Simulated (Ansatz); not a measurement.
# Zn2SnO4 (Imma, No. 74, 14 atoms in the cell; start mp-35493)

All values below come from dielectric-dependent PBEsol hybrid (PAW; Ansatz, an electronic-structure program).

Numerical settings: plane-wave cutoff 460 eV, 4×4×4 k mesh, Fermi–Dirac smearing 0.01 eV, scalar-relativistic PAW data made under PBE.

Cell (relaxed with PBEsol):

```xyz
14
Lattice="-2.9962 3.1211 4.3355 2.9962 -3.1211 4.3355 2.9962 3.1211 -4.3355" Properties=species:S:1:pos:R:3 pbc="T T T"
Zn     0.0000     4.6817     1.2300
Zn     2.9962    -1.5606     3.1054
Zn     1.4981     1.5606     2.1677
Zn    -1.4981     1.5606     2.1677
Sn     2.9962     0.0000     0.0000
Sn     0.0000     0.0000     4.3355
O      2.9962     0.1078     2.0436
O      0.0000     3.0133     2.2919
O      2.9962     3.0133     2.0436
O      0.0000     0.1078     2.2919
O      1.5889     1.5606     0.0087
O      1.4073     1.5606     4.3268
O      4.4034     1.5606     0.0087
O     -1.4073     1.5606     4.3268
```

```
Item                           Result
--------  ---------------------------
band gap  3.05 eV (on the SCF k mesh)
```

Note: cell and atoms aren't relaxed at this level (pressure -4.7 GPa).

Spin–orbit coupling is not included.

The computed numbers hold no vibrational or temperature effects.

A start named mp-… is a Materials Project structure, which need not be a measured phase.
